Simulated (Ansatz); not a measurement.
The starting structures come from a database of crystals and need not be the phases stable at ambient conditions.

By PBEsol, the system below comes out a metal.

Given:

```yaml
crystal:
  lattice:
    - [4.05253, 0.00000, 0.00000]
    - [0.00000, 5.03045, 0.00000]
    - [2.02627, 0.00000, 3.50960]
  atoms:
    - { symbol: Te, position: [0.33333, 0.72812, 0.33333] }
    - { symbol: Te, position: [0.66667, 0.27188, 0.66667] }
    - { symbol: Pd, position: [0.00000, 0.00000, 0.00000] }
```

Space group of this cell: P-3m1. The cell was relaxed by PBE-D3(BJ); by PBEsol its mean pressure is -0.7 GPa.

The current flows along the normal of the first two printed cell vectors, the (100) plane of the conventional cell. No spin-orbit coupling; the value is a mean over 0.1 eV about the Fermi level.

Task: State the ballistic conductance per area according to Ansatz (a program for electronic structure) with PBEsol.

Result: 0.63 × 10¹⁵ S/m² for both spins.
